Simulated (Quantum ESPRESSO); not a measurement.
Band structure of Cu₃Ge (Pmmn, 8 atoms in the cell).

```yaml
crystal:
  lattice:
    - [4.17077, 0.00000, 0.00000]
    - [0.00000, 5.21103, 0.00000]
    - [0.00000, 0.00000, 4.54116]
  atoms:
    - { symbol: Cu, position: [0.00000, 0.50000, 0.16331] }
    - { symbol: Cu, position: [0.50000, 0.00000, 0.83669] }
    - { symbol: Cu, position: [0.50000, 0.24831, 0.33710] }
    - { symbol: Cu, position: [0.50000, 0.75169, 0.33710] }
    - { symbol: Cu, position: [0.00000, 0.25169, 0.66290] }
    - { symbol: Cu, position: [0.00000, 0.74831, 0.66290] }
    - { symbol: Ge, position: [0.50000, 0.50000, 0.82486] }
    - { symbol: Ge, position: [0.00000, 0.00000, 0.17514] }
```

Method of the run: LDA (PZ), PSlibrary ultrasoft (LDA) pseudopotentials (plane waves; Quantum ESPRESSO).

Settings: ecutwfc = 55 Ry; ecutrho = 330 Ry; occupations = smearing; smearing = gaussian; degauss = 0.0073499 Ry; potentials = {Cu: Cu.pz-dn-rrkjus_psl.1.0.0.UPF, Ge: Ge.pz-n-rrkjus_psl.1.0.0.UPF}; K_POINTS = automatic 4 4 4 0 0 0; nbnd = 49; conv_thr = 1e-09 Ry.

The starting cell comes from a database of computed structures (which also holds hypothetical and non-ambient phases and stackings), without a prior relaxation at this level. Spin polarisation is off.

Levels in eV from the Fermi level, bands 35 to 42:
```json
[
 {"point": "Γ", "35": "-1.50", "36": "-0.82", "37": "0.70", "38": "1.22", "39": "1.70", "40": "2.42", "41": "2.61", "42": "3.89"},
 {"point": "X", "35": "-1.46", "36": "-1.46", "37": "-1.05", "38": "-1.05", "39": "1.57", "40": "1.57", "41": "4.59", "42": "4.59"},
 {"point": "S", "35": "-1.82", "36": "-1.82", "37": "-1.68", "38": "-1.68", "39": "0.92", "40": "0.92", "41": "2.60", "42": "2.60"},
 {"point": "Y", "35": "-1.50", "36": "-0.53", "37": "0.24", "38": "0.31", "39": "0.95", "40": "2.10", "41": "3.97", "42": "4.74"},
 {"point": "Z", "35": "-0.27", "36": "-0.27", "37": "-0.20", "38": "-0.20", "39": "1.37", "40": "1.37", "41": "3.09", "42": "3.09"},
 {"point": "U", "35": "0.11", "36": "0.11", "37": "0.40", "38": "0.40", "39": "1.32", "40": "1.32", "41": "2.70", "42": "2.70"},
 {"point": "R", "35": "-2.06", "36": "-2.06", "37": "-2.03", "38": "-2.03", "39": "5.34", "40": "5.34", "41": "5.46", "42": "5.46"},
 {"point": "T", "35": "0.84", "36": "0.84", "37": "1.26", "38": "1.26", "39": "2.43", "40": "2.43", "41": "2.54", "42": "2.54"}
]
```

Bands cross the Fermi level along this path, so the cell is metallic at this level.
